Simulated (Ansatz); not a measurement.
Ba2YHO3 (model structure, Immm, No. 71, 7 atoms in the cell), treated with PBEsol+SOC (PAW; Ansatz, a first-principles code).

Settings: plane-wave cutoff 520 eV, 12×12×12 k mesh, Fermi–Dirac smearing 0.01 eV, PAW data made under PBE.

Cell (relaxed with PBEsol):

```yaml
crystal:
  lattice:
    - [-2.17356, 2.06679, 6.80267]
    - [2.17356, -2.06679, 6.80267]
    - [2.17356, 2.06679, -6.80267]
  atoms:
    - { symbol: Y, position: [0.00000, 0.00000, 0.00000] }
    - { symbol: O, position: [0.00000, 0.50000, 0.50000] }
    - { symbol: H, position: [0.50000, 0.00000, 0.50000] }
    - { symbol: O, position: [0.16438, 0.16438, 0.00000] }
    - { symbol: O, position: [0.83562, 0.83562, 0.00000] }
    - { symbol: Ba, position: [0.34837, 0.34837, 0.00000] }
    - { symbol: Ba, position: [0.65163, 0.65163, 0.00000] }
```

Task: What does this level give for the band gap and direct gap at Γ?

Result: 
- band gap = 2.98 eV (direct)
- direct gap at Γ = 3.26 eV

Note: the relaxation could raise the start's symmetry but not lower it, so the cell can be a saddle point.

Computed values are for the static lattice.

A model structure was made by putting elements into a prototype or built by hand; it is no filed structure, need not be a known phase, and can be a saddle point held by its symmetry.
